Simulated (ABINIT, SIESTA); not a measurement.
A SIESTA input for a self-consistent single point of AlGa3N4 (P-43m, 8 atoms in the cell) (DFT, GGA PBEsol, numerical atomic orbitals DZP, PseudoDojo PBEsol standard norm-conserving potentials (rewritten from UPF to PSML)):

```
# files in the folder: Al.psml Ga.psml N.psml (PseudoDojo PBEsol standard)
SystemName  AlGa3N4
SystemLabel siesta

NumberOfAtoms                8
NumberOfSpecies              3
%block ChemicalSpeciesLabel
  1 13 Al
  2 31 Ga
  3 7 N
%endblock ChemicalSpeciesLabel
LatticeConstant              1.0 Ang
%block LatticeVectors
     4.471690000    0.000000000    0.000000000
     0.000000000    4.471690000    0.000000000
     0.000000000    0.000000000    4.471690000
%endblock LatticeVectors
AtomicCoordinatesFormat      Ang
%block AtomicCoordinatesAndAtomicSpecies
     0.000000000    0.000000000    0.000000000  1
     2.235845000    2.235845000    0.000000000  2
     0.000000000    2.235845000    2.235845000  2
     2.235845000    0.000000000    2.235845000  2
     3.379300850    3.379300850    1.092389150  3
     3.379300850    1.092389150    3.379300850  3
     1.092389150    1.092389150    1.092389150  3
     1.092389150    3.379300850    3.379300850  3
%endblock AtomicCoordinatesAndAtomicSpecies

XC.functional                GGA
XC.authors                   PBEsol
PAO.BasisSize                DZP
PAO.EnergyShift              0.01 Ry
MeshCutoff                   300 Ry
%block kgrid.MonkhorstPack
    6   0   0  0.0
    0   6   0  0.0
    0   0   6  0.0
%endblock kgrid.MonkhorstPack
OccupationFunction           FD
ElectronicTemperature        10 K

MaxSCFIterations             150
SCF.Mixer.Method             Pulay
SCF.Mixer.Weight             0.2
SCF.Mixer.History            6
SCF.DM.Tolerance             1.0E-04
Diag.ParallelOverK           true
WriteForces                  true
```

Task: Give the ABINIT input for the same structure, mesh, smearing and functional.

Result: This is the input that was run; spellings and numerical settings could be chosen otherwise.

```
# AlGa3N4, PseudoDojo nc-sr-04 PBEsol standard
pp_dirpath "./"
pseudos "Al.upf, Ga.upf, N.upf"
acell 3*1.0
rprim
         8.4502694142    0.0000000000    0.0000000000
         0.0000000000    8.4502694142    0.0000000000
         0.0000000000    0.0000000000    8.4502694142
natom 8
ntypat 3
znucl 13 31 7
typat 1 2 2 2 3 3 3 3
xred
         0.0000000000    0.0000000000    0.0000000000
         0.5000000000    0.5000000000    0.0000000000
         0.0000000000    0.5000000000    0.5000000000
         0.5000000000    0.0000000000    0.5000000000
         0.7557100000    0.7557100000    0.2442900000
         0.7557100000    0.2442900000    0.7557100000
         0.2442900000    0.2442900000    0.2442900000
         0.2442900000    0.7557100000    0.7557100000
ecut 1143 eV
occopt 1
nband 34
kptopt 1
ngkpt 6 6 6
nshiftk 1
shiftk 0 0 0
nstep 60
toldfe 1.0e-09
prtwf 0
prtden 0
enunit 1
```

Basis, cutoffs, solver keys and any potentials are the target program's own. This input uses DFT, PBEsol, plane waves, norm-conserving pseudopotentials (PseudoDojo nc-sr-04 PBEsol standard).

The starting cell comes from a database of computed structures (which also holds hypothetical and non-ambient phases and stackings), without a prior relaxation at this level.
